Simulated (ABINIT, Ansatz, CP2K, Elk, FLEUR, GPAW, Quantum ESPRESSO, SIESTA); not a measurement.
## Code comparison for C (Fd-3m, 2 atoms in the cell)

Self-consistent single point, at a second geometry (lattice scaled by 0.98). First geometry:

```xyz
2
Lattice="0.0000 1.7804 1.7804 1.7804 0.0000 1.7804 1.7804 1.7804 0.0000" Properties=species:S:1:pos:R:3 pbc="T T T"
C      1.7804     1.7804     1.7804
C      2.6706     2.6706     2.6706
```

Shared settings, as Ansatz (a program for electronic structure) writes them: kpoints.mp_grid.grid = 13 13 13; scf.occupations.method = fermi_dirac; scf.occupations.width = 0.01 eV. Potentials and cutoffs stand in the table.

```csv
code,model,ΔF from the first geometry (meV/atom),pressure (GPa),gap on the mesh (eV),cutoff
SIESTA,"GGA PBE, numerical atomic orbitals DZP, PseudoDojo PBE standard norm-conserving potentials (rewritten from UPF to PSML)",55.3,43.31,4.436,grid 300 Ry
CP2K,"PBE, GPW, DZVP-MOLOPT-PBE-GTH basis, GTH-PBE potentials (POTENTIAL_UZH)",42.7,36.59,4.718,grid 400 Ry
Elk,"PBE, all-electron FP-LAPW, Elk's shipped species files, APW+lo basis with extra local orbitals",–,–,4.302,rgkmax 7.5
Ansatz,"PBE, PAW files",38.3,33.72,4.296,420 eV
Quantum ESPRESSO,"PBE, SSSP 1.1.2 efficiency (PBE) pseudopotentials",39.5,34.79,4.304,45 Ry
ABINIT,"PBE, norm-conserving pseudopotentials (PseudoDojo nc-sr-05 PBE standard)",39.1,34.53,4.352,41 Ha
GPAW,"PBE, GPAW PAW datasets PBE (gpaw-data 1.0.1)",39.5,–,4.289,950 eV
FLEUR,"PBE, all-electron FLAPW (FLEUR), scalar-relativistic valence",45.8,–,4.320,Kmax 4.4 1/bohr
```

A dash marks a value that a program does not give, or that is left out as unsure.

Gaps are read on the mesh.

The spread over the programs that give each value: ΔF from the first geometry within 17.0 meV/atom; pressure within 9.59 GPa; gap on the mesh within 0.429 eV.

SIESTA and CP2K use small atom-centred bases, whose incompleteness enters pressures, forces and empty levels differently from a plane-wave cutoff. Elk and FLEUR treat all electrons, but the usual bases taken here (sphere radii, linearisation, local orbitals, empty states) were not tested for convergence, so the values are no reference for the others. Ansatz's pressure is given at a fixed set of plane waves, as the other plane-wave codes print theirs; with its correction for the finite basis it is 34.32 GPa (the shift of 0.60 GPa shows how far the cutoff is from converged). The pressure of GPAW is left out: its cutoff lies under the one at which its stress was checked. In the pressure, SIESTA (by 8.78) and CP2K (by 2.06) lie more than 1 GPa from the median of the plane-wave programs. In the gap, SIESTA (by 0.136) and CP2K (by 0.418) lie more than 0.12 eV from the median of the plane-wave programs.

The starting cell comes from a database of computed structures (which also holds hypothetical and non-ambient phases and stackings), without a prior relaxation at this level. For this run, on top of that: lattice scaled by 0.98.

Keys are those of Ansatz 0.2.
